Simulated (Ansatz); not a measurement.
Results of r²SCAN+rVV10 (Ansatz, a program for electronic structure, plane waves, PAW) for bcc Ca (high-temperature phase).

Settings: plane-wave cutoff 560 eV, 18×18×18 k mesh, Fermi–Dirac smearing 0.05 eV, scalar-relativistic PAW data made under PBE.

Pressure at four volumes; x = ln(V/42.822 Å³). One pressure is withheld.

```json
[
 {"V (Å³/atom)": "41.109", "x": "-0.0408", "P (GPa)": "?"},
 {"V (Å³/atom)": "41.965", "x": "-0.0202", "P (GPa)": "0.375"},
 {"V (Å³/atom)": "42.822", "x": "0.0000", "P (GPa)": "0.003"},
 {"V (Å³/atom)": "44.535", "x": "0.0392", "P (GPa)": "-0.661"}
]
```

Problem. Pass a parabola P(x) through the three rows shown, estimate the bulk modulus and its pressure derivative near zero pressure, and predict the withheld pressure.

Solution. Slopes between the rows: (0.003 − (0.375))/(0.0000 − (-0.0202)) = -18.42 and (-0.661 − (0.003))/(0.0392 − (0.0000)) = -16.94 GPa. Their difference over the span 0.0594 is c = 1.48/0.0594 = 24.9 GPa, so P(x) = 0.375 + (-18.42)(x − (-0.0202)) + 24.9 (x − (-0.0202))(x − (0.0000)). At the middle row B = −dP/dx = −[-18.42 + 24.9 × 0.0202] = 17.9 GPa, and B′ = dB/dP = 2c/B = 2.8. At x = -0.0408 the parabola gives 0.775 GPa; the run gives 0.772 GPa. The Birch–Murnaghan fit to the energies at all volumes has B0 = 17.9 GPa and B′ = 2.7.

Note: symmetry holds this phase in the static calculation, where it need not be a minimum.
